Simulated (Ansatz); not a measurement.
For BeTe (model structure, started from the PtS type, P4₂/mmc, No. 131, 4 atoms in the cell), PBEsol (Ansatz, a quantum-chemistry and plane-wave program, plane waves, PAW) gives:

* **equilibrium lattice constant a**: 3.708 Å
* **lattice parameter c**: 6.829 Å
* **formation enthalpy**: 0.336 eV/atom

Q: What does PBE-D3(BJ) in Ansatz (PAW) give for the same quantities?

A: 
- lattice constant a: 3.675 Å (drops by 0.9 %)
- lattice parameter c: 6.836 Å (increases by 0.1 %)
- formation enthalpy: 0.423 eV/atom (rises by 0.087 eV/atom)

Changes are worked out from the printed values.

Unless a cell is named, each level is at its own relaxed cell (PBEsol 23.47, PBE-D3(BJ) 23.08 Å³/atom).

Levels without +SOC leave out spin–orbit coupling, which shifts energies and cells of such heavy elements.

Ansatz's density-functional and Hartree–Fock values are scalar-relativistic unless marked +SOC, with PAW data made under PBE.

A model structure was made by putting elements into a prototype or built by hand; it is no filed structure, need not be a known phase, and can be a saddle point held by its symmetry.
